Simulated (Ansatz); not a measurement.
# Hypothetical rutile WSe2: Se → Br

Take WSe2 in the rutile structure (space group P4_2/mnm, No. 136; a = 6.1506 Å, c = 3.3110 Å; a hypothetical phase, not in the database extracts checked) as the base.

Modification: every Se is replaced by Br; the structure is relaxed again.

Calculations: plane-wave PAW DFT at the PBEsol level (Ansatz, an electronic-structure program, 420 eV), no spin-orbit coupling. Settings: 8×8×14 k-points, 0.05 eV Fermi–Dirac smearing.

```json
[
 {"quantity": "volume per atom", "base": "20.88 Å³", "changed": "22.13 Å³", "shift": "+1.258 Å³"},
 {"quantity": "density", "base": "9.06 g/cm³", "changed": "8.59 g/cm³", "shift": "-0.47 g/cm³"},
 {"quantity": "lattice parameter a", "base": "6.151 Å", "changed": "6.344 Å", "shift": "+0.193 Å"},
 {"quantity": "c/a ratio", "base": "0.538", "changed": "0.520", "shift": "-0.018"},
 {"quantity": "space group", "base": "P4_2/mnm (No. 136)", "changed": "P4_2/mnm (No. 136)", "shift": "–"},
 {"quantity": "shortest interatomic distance", "base": "2.476 Å", "changed": "2.520 Å", "shift": "+0.044 Å"},
 {"quantity": "band gap", "base": "zero", "changed": "zero", "shift": "–"}
]
```

Final structure:

```yaml
crystal:
  lattice:
    - [6.34394, 0.00000, 0.00000]
    - [0.00000, 6.34394, 0.00000]
    - [0.00000, 0.00000, 3.29983]
  atoms:
    - { symbol: W, position: [0.50000, 0.50000, 0.50000] }
    - { symbol: W, position: [0.00000, 0.00000, 0.00000] }
    - { symbol: Br, position: [0.78084, 0.78084, 0.50000] }
    - { symbol: Br, position: [0.28084, 0.71916, 0.00000] }
    - { symbol: Br, position: [0.71916, 0.28084, 0.00000] }
    - { symbol: Br, position: [0.21916, 0.21916, 0.50000] }
```

Whether these cells are dynamically stable was not tested. As relaxed here, WBr2 is a hypothetical phase, not in the database extracts checked. No Hubbard U is applied, and correlation can decide whether such a compound is a metal. The final runs are not spin-polarised. WBr2 and WSe2 have a high density of states at the Fermi level and may be magnetic at this level.
